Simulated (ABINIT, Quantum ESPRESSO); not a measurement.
An ABINIT input for a self-consistent single point of CaPdF₆ (R-3, 8 atoms in the cell) (DFT, PBEsol, plane waves, PAW (JTH v2.0 PBE PAW, files made for PBE)):

```
# CaPdF6, JTH v2.0 PBE PAW
pp_dirpath "./"
pseudos "Ca.GGA_PBE-JTH.xml, Pd.GGA_PBE-JTH.xml, F.GGA_PBE-JTH.xml"
acell 3*1.0 Angstrom
rprim
         2.5705052133    1.4840818769    4.8917930000
        -2.5705052133    1.4840818769    4.8917930000
         0.0000000000   -2.9681637537    4.8917930000
natom 8
ntypat 3
znucl 20 46 9
typat 1 2 3 3 3 3 3 3
xred
         0.5000000000    0.5000000000    0.5000000000
         0.0000000000    0.0000000000    0.0000000000
         0.3844900000    0.0638070000    0.7817400000
         0.6155100000    0.9361930000    0.2182600000
         0.7817400000    0.3844900000    0.0638070000
         0.2182600000    0.6155100000    0.9361930000
         0.0638070000    0.7817400000    0.3844900000
         0.9361930000    0.2182600000    0.6155100000
ecut 24 Ha
pawecutdg 48 Ha
pawovlp -1
pawxcdev 0
ixc -116133
occopt 3
tsmear 0.00183747
nband 45
kptopt 1
ngkpt 4 4 4
nshiftk 1
shiftk 0 0 0
nstep 50
toldfe 1.0e-09
prtwf 0
prtden 0
enunit 2
```

Translate this input to Quantum ESPRESSO.

One input that does it (others would too):

```fortran
&CONTROL
 calculation = 'scf'
 prefix = 'scf'
 outdir = './tmp'
 pseudo_dir = './'
 tprnfor = .true.
 tstress = .true.
/
&SYSTEM
 ibrav = 5
 celldm(1) = 10.81274056
 celldm(4) = 0.5963609804
 nat = 8
 ntyp = 3
 ecutwfc = 85
 occupations = 'smearing'
 smearing = 'fd'
 degauss = 0.0036749
/
&ELECTRONS
 conv_thr = 1.0e-11
 mixing_beta = 0.3
/
ATOMIC_SPECIES
Ca    40.0780  Ca.upf
Pd   106.4200  Pd.upf
F     18.9984  F.upf
ATOMIC_POSITIONS {crystal}
Ca    0.50000000    0.50000000    0.50000000
Pd    0.00000000    0.00000000    0.00000000
F     0.38449000    0.06380700    0.78174000
F     0.61551000    0.93619300    0.21826000
F     0.78174000    0.38449000    0.06380700
F     0.21826000    0.61551000    0.93619300
F     0.06380700    0.78174000    0.38449000
F     0.93619300    0.21826000    0.61551000
K_POINTS {automatic}
4 4 4  0 0 0
```

Basis settings and potentials, where a program has them, do not carry over. This input uses DFT, PBEsol, plane waves, PseudoDojo standard norm-conserving (PBESOL) pseudopotentials.

The starting cell comes from a database of computed structures (which also holds hypothetical and non-ambient phases and stackings), without a prior relaxation at this level.
